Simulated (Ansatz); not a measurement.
Structures of equal composition on the (0001) surface of hcp Ti: a layer of Mg in place of the second plane; a layer of Mg in place of the third plane. The slabs share one bottom face, and each structure is named by its start. These are constructed structures in small cells; real faces may alloy, dewet or reconstruct in larger ones, and not all known structures of the face are among them. Slabs of about 12 Å with all that they carry, Fermi-Dirac smearing of 0.1 eV. Bottom of the slabs: a bare face, its two planes held. Relaxed from the named starts with such symmetry as they have, on meshes of like density; energies extrapolated to zero smearing; no spin-orbit coupling, no U. Spin-polarised runs, if any, are marked in brackets, and their order is one that fits the cell; the others ran without spin.

Level of theory: PBE (plane waves to 420 eV, PAW; Ansatz, an electronic-structure program).

Question: Order them by energy per 1x1 cell (lowest first) at the level PBE.

Answer: a layer of Mg in place of the third plane (0.000 eV), a layer of Mg in place of the second plane (0.232 eV)
